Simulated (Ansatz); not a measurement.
We consider rock-salt NaH, described by rVV10 in Ansatz (plane waves, PAW).

Run with plane-wave cutoff 520 eV, 12×12×12 k mesh, Fermi–Dirac smearing 0.01 eV, scalar-relativistic PAW data made under PBE.

Computed at the level's own relaxed cell.

```xyz
2
Lattice="0.0000 2.3913 2.3913 2.3913 0.0000 2.3913 2.3913 2.3913 0.0000" Properties=species:S:1:pos:R:3 pbc="T T T"
Na     0.0000     0.0000     0.0000
H      2.3913     2.3913     2.3913
```

Problem. List the 5 lowest band energies at Γ above −25 eV (eV, relative to the valence band maximum), grouping those that round alike.

Solution. At Γ: -22.05 (×3), -3.67, 10.66.

Ansatz is an electronic-structure program.
